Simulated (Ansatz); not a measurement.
An Ansatz (a quantum-chemistry and plane-wave program) run: MoP with a change (pressure 100 GPa); Ansatz PBE, no SOC.

Input:

Ansatz 0.2 input:
```yaml
crystal:
  lattice:
    - [2.9665467364, 0, 0]
    - [-1.4832733682, 2.5691048352, 0]
    - [0, 0, 3.0662840633]
  atoms:
    - { symbol: Mo, position: [0, 0, 0] }
    - { symbol: P, position: [0.6666666667, 0.3333333333, 0.5] }
basis: { ecutwfc: 420, ecutrho_ratio: 4, xc_grid: 2, fft_grid_basis: typed }
kpoints: { mp_grid: { grid: [16, 16, 15] } }
hamiltonian:
  xc: pbe
  dispersion: none
  pseudopotentials: { kind: paw }
scf: { occupations: { method: fermi_dirac, width: 0.05 } }
relax: { f_tol: 0.01, max_steps: 60, cell: { stress_tol: 0.02, p_target: 100 } }
output: { forces: true, stress: true }
checkpoint: { write: state.ck, write_every: 1000 }
```

Output (explanatory and most iteration lines left out):

```
Relaxation: its limit of steps is 60 (relax.max_steps)
Pseudopotential: Mo, paw, valence charge 14
Pseudopotential: P, paw, valence charge 5
Crystal: 2 atoms, lattice volume = 23.369 Å³
Basis set: ecut = 420 eV, 443 PW (Γ), exchange–correlation on 40×40×48 points (8 copies of the dense FFT grid, shifted against one another)
Bands: 14, of which v1, the nominal top of the filled ones, is band 10 counted from 1 (9 counted from 0)
Symmetry: 12 space group operations
Space group: P-6m2 (ITA 187), of the structure as read, at distance tolerance 2.9e-5 Å
k-points: 240 of 3840 (time reversal used)
Functional: x = pbe(κ = 0.804, μ = 0.2195149727645171), c = pbe(β = 0.06672455060314922)
SCF iter   1: F=—  HF=-5711.967501 eV  |F-HF|=—  |Δ(HF+E_count)|=         —  Δρ=8.29e-3  dr2=4.56e-3  ethr=1.77e-3  ⟨swp⟩=5.7  Hψ=20226  notcnv=0
SCF iter   2: F=—  HF=-5711.968388 eV  |F-HF|=—  |Δ(HF+E_count)|=   8.87e-4  Δρ=4.83e-3  dr2=1.62e-3  ethr=2.40e-5  ⟨swp⟩=1.0  Hψ=5286  notcnv=0
SCF 1 converged in 6 iterations: F = -5711.969100 eV  dr2 = 6.22e-9
relax step   1: F+E_penalty+E_count = -5711.96910013 eV  Δ(F+E_penalty+E_count) = +0.000e0 eV  max|allowed force component| = 2.776e-17 eV/Å  Δτ_max = 0.0000 Å  P = +74.997 GPa  Ω = 23.369 Å³  (6 SCF iters, dr2 threshold 1.00e-7 eV, accepted)
[... steps on the carried basis left out ...]
relax step   6: F+E_penalty+E_count = -5711.39773659 eV  Δ(F+E_penalty+E_count) = +3.917e-4 eV  max|allowed force component| = 1.850e-17 eV/Å  Δτ_max = 0.0000 Å  P = +99.996 GPa  Ω = 22.318 Å³  stress off target by 9.46e-3 GPa  SCF on the basis re-selected at this cell (its energy is not comparable with the rows above)  (6 SCF iters)
SCF converged after 6 iterations
Free energy (F): -5711.397737 eV
Internal energy: -5711.393055 eV  (E = F + TS)
E sigma→0 (E₀):  -5711.395396 eV
Entropy (-TS):   -0.004681 eV (-2.341 meV/atom)
Fermi energy:    23.141005 eV
--- Forces (eV/Å), atoms counted from 1 ---
  atom   1  Mo    -0.00000000     0.00000000     0.00000000
  atom   2  P     -0.00000000     0.00000000     0.00000000
--- Stress (GPa, compression-positive) ---
       99.998656       0.000000      -0.000000
        0.000000      99.998656      -0.000000
        0.000000      -0.000000      99.990537
  P = ⅓ Tr σ = 99.9960 GPa (999.960 kbar)
--- Relaxed structure (5 steps of the walk, 5 accepted, 1 SCFs on fresh bases) ---
  cell:  # Å, volume = 22.3180 Å³
    - [2.9110571701007193, -3.080289705435478e-18, 1.4786166384411973e-18]
    - [-1.4555285850503596, 2.521049461176061, -7.393083192205993e-19]
    - [1.5283287394677644e-18, -1.3672902003057496e-33, 3.041043457787729]
  atoms:
    - { symbol: Mo, position: [-3.700743415524894e-17, 4.397947819094175e-33, -1.3870519515004992e-34] }
    - { symbol: P, position: [0.6666666666666666, 0.3333333333333333, 0.5] }
```

Load acts through the strain it causes; cell and atoms are relaxed under it. Whether these cells are dynamically stable was not tested. Competing high-pressure phases were not computed. All final runs are without spin polarisation. The cell was made from MoP (space group P-6m2, No. 187) by this change: pressure 100 GPa.
